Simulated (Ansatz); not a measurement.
A constructed model of the (111) surface of fcc Ag, (√3x√3)R30° surface alloy, In on one Ag site of the top plane (bottom of the slab: a bare face, its two planes held)

These are PBE (plane waves to 420 eV, PAW; Ansatz, a program for electronic structure) values and carry that method's errors.

Set-up: 18 atoms, 12.0 Å thick at the start with caps and adatoms (thin: gaps and levels are the slab's own); mesh 9x9x1; 0.1 eV smearing; dipole correction on; 6 atoms held, the rest relaxed; start symmetry kept, larger cells not searched; no spin, no spin-orbit, no U. It is one candidate, not shown to be the stable structure of the face.

```json
{
 "work_function_of_the_top_face": "4.32 eV",
 "energy_released_by_relaxation": "0.062 eV",
 "cost": "very roughly 5 core-minutes"
}
```
